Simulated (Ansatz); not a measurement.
# CuI, element substitutions

Consider CuI in the zinc blende structure (space group F-43m, No. 216; a = 6.0230 Å).

Each row replaces one element on all its sites; cell and atoms are relaxed.

Calculations: Ansatz (a first-principles code) r2SCAN, without spin-orbit coupling.

| change | band gap | density |
|---|---|---|
| base | 1.67 eV | 5.79 g/cm³ |
| Cu → B | 0.64 eV | 3.52 g/cm³ |
| I → Sb | zero | 6.30 g/cm³ |
| Cu → Te | zero | 4.12 g/cm³ |

Spin-orbit coupling, missing from the scalar runs, can matter with I. Whether these cells are dynamically stable was not tested. As relaxed here, BI, CuSb and TeI are hypothetical phases, not in the database extracts checked. All final runs are without spin polarisation. An odd electron count without spin: TeI.
